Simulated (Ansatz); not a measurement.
## Input and output of a self-consistent single point for Mo3Pt (Pm-3n, 8 atoms in the cell) (Ansatz)

Method: r2SCAN, default PAW files made with PBE (plane waves; Ansatz, a program for electronic structure).

Input as run:

Ansatz 0.2 input:
```yaml
crystal:
  lattice:
    - [4.987000, 0.000000, 0.000000]
    - [0.000000, 4.987000, 0.000000]
    - [0.000000, 0.000000, 4.987000]
  atoms:
    - { symbol: Mo, position: [0.250000, 0.000000, 0.500000] }
    - { symbol: Mo, position: [0.500000, 0.750000, 0.000000] }
    - { symbol: Mo, position: [0.750000, 0.000000, 0.500000] }
    - { symbol: Mo, position: [0.500000, 0.250000, 0.000000] }
    - { symbol: Mo, position: [0.000000, 0.500000, 0.750000] }
    - { symbol: Mo, position: [0.000000, 0.500000, 0.250000] }
    - { symbol: Pt, position: [0.000000, 0.000000, 0.000000] }
    - { symbol: Pt, position: [0.500000, 0.500000, 0.500000] }
kpoints:
  mp_grid: { grid: [5, 5, 5], shift: [0.5, 0.5, 0.5] }
hamiltonian:
  xc: r2scan
  pseudopotentials: { kind: paw }
scf:
  occupations: { method: methfessel_paxton, width: 0.1 eV }
output:
  forces: true
  eigenvalues: true
  stress: true
```

Output (repeated stretches shortened):

```
WARN basis.ecutwfc = 500 eV, the default
WARN ansatz: RAYON_NUM_THREADS=1 ignored (pool sized by the plan → 1); use --threads N
Pseudopotentials: kind: paw
Pseudopotential: Mo, paw, valence charge 14
Pseudopotential: Pt, paw, valence charge 18
Crystal: 8 atoms, lattice volume = 124.028 Å³
Basis set: ecut = 500 eV, 3119 PW (Γ), exchange–correlation on 160×160×160 points (64 copies of the dense FFT grid, shifted against one another)
Bands: 72, of which v1, the nominal top of the filled ones, is band 60 counted from 1 (59 counted from 0)
Symmetry: 48 space group operations
Space group: Pm-3n (ITA 223), of the structure as read, at distance tolerance 5.0e-5 Å
k-points: 10 of 125
PAW frozen core: Mo, regenerated for the run's functional
PAW frozen core: Pt, regenerated for the run's functional
Initial density: superposition of atomic densities (neutral atoms: chi_scale 0, normalization atom), corrected by the library's trained network
Initial wavefunctions: pseudopotential atomic-orbital guess
Eigensolver: davidson
Functional: x = r2scan, c = r2scan; τ floored in thin density (d = 2e-4 eV/Å³)
SCF iter   1: F=—  HF=-54879.908457 eV  |F-HF|=—  |Δ(HF+E_count)|=         —  Δρ=1.92e-2  dr2=6.52e-1  dr2_τ=2.01e-1  ethr=1.77e-3  ⟨swp⟩=5.0  Hψ=2343  notcnv=0
all-band conjugate gradients solve this SCF's bands
preconditioner: auto → Kerker (q_TF=auto, 2.713 Å⁻¹)
SCF iter   2: F=—  HF=-54879.842017 eV  |F-HF|=—  |Δ(HF+E_count)|=   6.64e-2  S|Δr|=    0.00e0  Δρ=5.72e-3  dr2=1.21e-2  dr2_τ=3.36e-2  ethr=5.43e-4  ⟨swp⟩=2.2  Hψ=1105  notcnv=0  defer=43
SCF iter   3: F=—  HF=-54879.847937 eV  |F-HF|=—  |Δ(HF+E_count)|=   5.92e-3  S|Δr|=    0.00e0  Δρ=3.29e-3  dr2=3.86e-3  dr2_τ=2.75e-4  ethr=1.01e-5  ⟨swp⟩=1.9  Hψ=798  notcnv=0  defer=43
SCF iter   4: F=—  HF=-54879.849624 eV  |F-HF|=—  |Δ(HF+E_count)|=   1.69e-3  S|Δr|=    0.00e0  Δρ=6.69e-4  dr2=1.98e-4  dr2_τ=1.35e-5  ethr=3.22e-6  ⟨swp⟩=3.0  Hψ=1248  notcnv=0  defer=43
SCF iter   5: F=—  HF=-54879.849762 eV  |F-HF|=—  |Δ(HF+E_count)|=   1.38e-4  S|Δr|=    0.00e0  Δρ=1.04e-4  dr2=8.37e-6  dr2_τ=5.53e-7  ethr=1.65e-7  ⟨swp⟩=2.0  Hψ=932  notcnv=0  defer=43
SCF iter   6: F=—  HF=-54879.849764 eV  |F-HF|=—  |Δ(HF+E_count)|=   1.69e-6  S|Δr|=    0.00e0  Δρ=1.07e-5  dr2=1.35e-7  dr2_τ=1.35e-8  ethr=6.98e-9  ⟨swp⟩=2.0  Hψ=943  notcnv=0  defer=43
SCF iter   7: F=-54879.849764 eV  HF=-54879.849764 eV  |F-HF|=3.41e-9  |Δ(HF+E_count)|=   3.47e-8  S|Δr|=    0.00e0  Δρ=2.69e-6  dr2=1.07e-8  dr2_τ=2.87e-9  ethr=8.33e-11  ⟨swp⟩=8.4  Hψ=2616  notcnv=0
SCF 1 converged in 7 iterations: F = -54879.849764 eV  dr2 = 1.07e-8
SCF converged after 7 iterations
Stability not checked (fill_not_monotonic)
Free energy (F): -54879.849764 eV
Harris-Foulkes:  -54879.849764 eV  (|F-HF|=3.41e-9)
Internal energy: -54879.850791 eV  (E = F + TS)
E sigma→0 (E₀):  -54879.850021 eV
Entropy (-TS):   0.001027 eV (0.128 meV/atom)
Fermi energy:    21.538009 eV
--- Per-component energies (eV) ---
  E_band       = -731.258354
  E_kinetic    = 3917.097323
  E_local      = -7900.117465  (includes V_loc(G=0)·N_el)
  E_nonlocal   = 1253.626944
  E_hartree    = 2766.020961
  E_xc         = -1573.859502
  E_vxc        = -2217.422947  (∫ρ·V_xc dr)
  E_paw        = -38262.088406  (= ΣΔE_a)
  E_vpaw       = -1462.317819  (= ΣTr[D̂ρ^β])
  E_aug_tail   = 0.000315  (compensation charges beyond the density's cutoff)
  E_vtau       = 145.831020  (kinetic-family band-sum trace: ∫τ·v_τ [+ j·A + Jᵃ·Aᵃ] dr)
  E_ewald      = -15078.740752
  E_core_change = -1.790211  (= ΣΔE_core)
  E_smearing   = 0.001027  (= −TS)
  E_closure    = 0.000000  (closes the sum)
  Σ components = -54879.849764   (vs F -54879.849764, Δ=0.00e0)
--- Forces (eV/Å), atoms counted from 1 ---
  atom   1  Mo     0.00000000    -0.00000000    -0.00000000
   [... zero for the other atoms too ...]
  max |Σ_I F_I| component: 1.68e-17 eV/Å
--- Stress (GPa, compression-positive) ---
        0.001681      -0.000000       0.000000
       -0.000000       0.001681       0.000000
        0.000000       0.000000       0.001681
  P = ⅓ Tr σ = 0.0017 GPa (0.017 kbar)
  The stress holds the Pulay correction. Without it, at fixed plane waves, as pw.x and ABINIT print it: P = -0.0825 GPa
--- Band table (eV; the first three rows and the last of 10) ---
  k-point 0: bands = ["-79.5938", "-79.5938", "-41.5923", "-41.5020", "-41.5020", "-41.2253", "-41.2253", "-41.2231", "-33.1898", "-33.1894", "-33.1894", "-33.1890", "-33.1890", "-33.1887", "-15.8860", "-15.8860", "-15.7142", "-15.0415", "-15.0388", [...]
  k-point 1: bands = ["-79.5938", "-79.5938", "-41.5674", "-41.5156", "-41.4585", "-41.2832", "-41.2250", "-41.2240", "-33.1899", "-33.1896", "-33.1892", "-33.1892", "-33.1879", "-33.1875", "-15.8699", "-15.8183", "-15.4583", "-15.0313", "-15.0301", [...]
  k-point 2: bands = ["-79.5938", "-79.5938", "-41.5389", "-41.5389", "-41.3746", "-41.3746", "-41.2245", "-41.2245", "-33.1900", "-33.1900", "-33.1893", "-33.1893", "-33.1868", "-33.1868", "-15.8430", "-15.8430", "-15.0333", "-15.0333", "-14.8719", [...]
  k-point 9: bands = ["-79.5938", "-79.5938", "-41.3813", "-41.3813", "-41.3813", "-41.3813", "-41.3813", "-41.3813", "-33.1875", "-33.1875", "-33.1875", "-33.1875", "-33.1875", "-33.1875", "-14.9775", "-14.9775", "-14.9395", "-14.9395", "-14.9395", [...]
```

The run converged in 7 iterations.

The starting cell comes from a database of published, mostly measured structures (it also holds non-ambient and calculated ones), without a prior relaxation at this level. Spin-orbit coupling is off. Spin polarisation is off. Ansatz's pressure includes its estimate of the finite-basis (Pulay) stress.
